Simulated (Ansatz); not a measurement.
Stishovite (SiO2): PBE at its full settings (plane-wave cutoff 520 eV, 8×8×12 k mesh (along the axes of the cell as run), Fermi–Dirac smearing 0.01 eV, scalar-relativistic PAW data made under PBE) and at cheaper ones, in a cell of 6 atoms with Γ-centred meshes.

```json
[
 {"level and setting": "PBE (Ansatz)", "equilibrium lattice constant a (Å)": "4.236", "c axis length (Å)": "2.690", "bulk modulus (GPa)": "258"},
 {"level and setting": "PBE (300 eV cutoff) (Ansatz)", "equilibrium lattice constant a (Å)": "4.226", "c axis length (Å)": "2.686", "bulk modulus (GPa)": "293"},
 {"level and setting": "PBE (Γ point alone) (Ansatz)", "equilibrium lattice constant a (Å)": "5.351", "c axis length (Å)": "2.522", "bulk modulus (GPa)": "17.3"},
 {"level and setting": "PBE (2×2×2 k mesh) (Ansatz)", "equilibrium lattice constant a (Å)": "4.175", "c axis length (Å)": "2.759", "bulk modulus (GPa)": "286"},
 {"level and setting": "PBE (4×4×4 k mesh) (Ansatz)", "equilibrium lattice constant a (Å)": "4.234", "c axis length (Å)": "2.693", "bulk modulus (GPa)": "260"},
 {"level and setting": "PBE (4×4×4 k mesh and 300 eV cutoff) (Ansatz)", "equilibrium lattice constant a (Å)": "4.220", "c axis length (Å)": "2.692", "bulk modulus (GPa)": "273"},
 {"level and setting": "PBE (6×6×6 k mesh) (Ansatz)", "equilibrium lattice constant a (Å)": "4.236", "c axis length (Å)": "2.691", "bulk modulus (GPa)": "258"},
 {"level and setting": "PBE (Fermi-Dirac smearing of 0.3 eV) (Ansatz)", "equilibrium lattice constant a (Å)": "4.236", "c axis length (Å)": "2.690", "bulk modulus (GPa)": "258"}
]
```

Largest shifts from the full settings: lattice constant a +26 % (PBE (Γ point alone)), against a difference of +1.36 % of the full result from the reference 4.179 Å (measured, room temperature, no zero-point or thermal correction; as tabulated in Hiroi (2015), arXiv:1503.02262); lattice parameter c -6.25 % (PBE (Γ point alone)), against a difference of +0.94 % of the full result from the reference 2.665 Å (measured, room temperature, no zero-point or thermal correction; as tabulated in Hiroi (2015), arXiv:1503.02262); bulk modulus -93 % (PBE (Γ point alone)), against a difference of -16.8 % of the full result from the reference 310 ± 1 GPa (measured, 300 K, not corrected to a static lattice; as tabulated in arXiv:1001.2066).

The full settings aren't shown to be converged themselves.

Ansatz's density-functional and Hartree–Fock values are scalar-relativistic unless marked +SOC, with PAW data made under PBE.

Run with cheap settings on purpose, which may leave them unconverged: PBE (2×2×2 k mesh), PBE (300 eV cutoff), PBE (4×4×4 k mesh and 300 eV cutoff), PBE (4×4×4 k mesh), PBE (6×6×6 k mesh), PBE (Fermi-Dirac smearing of 0.3 eV), PBE (Γ point alone).

Ansatz is a program for electronic structure.
